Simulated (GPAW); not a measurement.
Input and output of a self-consistent single point for GaCu3 (P6_3/mmc, 8 atoms in the cell) (GPAW).

Computed with PBEsol, GPAW PAW datasets PBEsol (made by gpaw-setup) (plane waves; GPAW).

```yaml
crystal:
  lattice:
    - [5.15739, 0.00000, 0.00000]
    - [-2.57870, 4.46643, 0.00000]
    - [0.00000, 0.00000, 4.20124]
  atoms:
    - { symbol: Ga, position: [0.33333, 0.66667, 0.75000] }
    - { symbol: Ga, position: [0.66667, 0.33333, 0.25000] }
    - { symbol: Cu, position: [0.16539, 0.33077, 0.25000] }
    - { symbol: Cu, position: [0.83461, 0.66923, 0.75000] }
    - { symbol: Cu, position: [0.83461, 0.16539, 0.75000] }
    - { symbol: Cu, position: [0.16539, 0.83461, 0.25000] }
    - { symbol: Cu, position: [0.66923, 0.83461, 0.25000] }
    - { symbol: Cu, position: [0.33077, 0.16539, 0.75000] }
```

Reference input (self-consistent single point, DFT LDA (Perdew-Wang 92), plane waves, GPAW PAW datasets LDA (gpaw-data 1.0.1)): mode = pw; ecut = 850 eV; xc = LDA; kpts = 5 5 5; mesh shift (steps) = 0 0 0; occupations.name = methfessel-paxton; occupations.width = 0.1 eV; occupations.order = 0; nbands = -14; symmetry.symmorphic = false; symmetry.tolerance = 0.0005; maxiter = 100. This run's input differs from it in these lines:

```diff
@@ -19,3 +19,3 @@
 calc = GPAW(mode={'name': 'pw', 'ecut': 850},
-            xc='LDA',
+            xc='PBEsol',
             kpts=(5, 5, 5),
```

Its files differ too (potentials: GPAW PAW datasets PBEsol (made by gpaw-setup)).

Log, with long lists cut:

```
     iter     time        total  log10-change:
                         energy   eigst   dens
iter:   1 --:--:--   -40.724688
iter:   2 --:--:--   -37.612382   -1.77  -1.12
iter:   3 --:--:--   -33.643697   -0.51  -1.20
iter:   4 --:--:--   -33.477482   -1.83  -1.64
iter:   5 --:--:--   -33.351139   -1.98  -1.58
iter:   6 --:--:--   -34.536828   -1.04  -2.00
iter:   7 --:--:--   -33.622537   -2.18  -1.60
iter:   8 --:--:--   -33.214081   -1.70  -1.83
iter:   9 --:--:--   -33.213304   -4.08  -2.91
iter:  10 --:--:--   -33.214118c  -4.58  -3.05
iter:  11 --:--:--   -33.215328c  -3.57  -3.02
iter:  12 --:--:--   -33.213267c  -4.41  -2.92
iter:  13 --:--:--   -33.213098c  -5.23  -3.35
iter:  14 --:--:--   -33.213079c  -5.82  -3.91
iter:  15 --:--:--   -33.213079c  -7.84c -4.65c
Converged after 15 iterations.

Dipole moment: (-0.000000, -0.000000, 0.000000) |e|*Ang

Energy contributions relative to reference atoms: (reference = -375595.753727)

Kinetic:        -54.440161
Potential:      +45.072593
External:        +0.000000
XC:             -24.444837
Entropy (-ST):   -0.007508
Local:           +0.603080
SIC:             +0.000000
--------------------------
Free energy:    -33.216832
Extrapolated:   -33.213079

Showing only first 2 kpts
 Kpt  Band  Eigenvalues  Occupancy
  0    34      7.45007    2.00000
  0    35      7.74917    2.00000
  0    36      8.75630    1.52720
  0    37      8.75632    1.52704

  1    34      7.23133    2.00000
  1    35      7.76144    2.00000
  1    36      8.58331    1.99845
  1    37      8.58332    1.99845

Fermi level: 8.80707

No gap
   [... lines left out ...]
  2 Cu   -0.00000   -0.03206    0.00000
  3 Cu   -0.00000    0.03206    0.00000
  4 Cu    0.02776   -0.01603    0.00000
  5 Cu   -0.02776    0.01603   -0.00000
  6 Cu    0.02776    0.01603   -0.00000
  7 Cu   -0.02776   -0.01603   -0.00000

Stress tensor:
    -0.004682    -0.000000     0.000000
     0.000000    -0.004682     0.000000
     0.000000     0.000000     0.001837
Stress (GPa, Voigt): [-0.7502 -0.7502  0.2943  0.      0.     -0.    ]
```

The run converged in 15 iterations. GPAW prints stress with tension positive. Against the reference run the pressure goes from -5.76 to 0.40 GPa and the largest force goes from 0.058 to 0.032 eV/Å.

The starting cell comes from a database of computed structures (which also holds hypothetical and non-ambient phases and stackings), without a prior relaxation at this level. Spin polarisation is off.

Cost on one core of a shared machine: roughly 50 s.
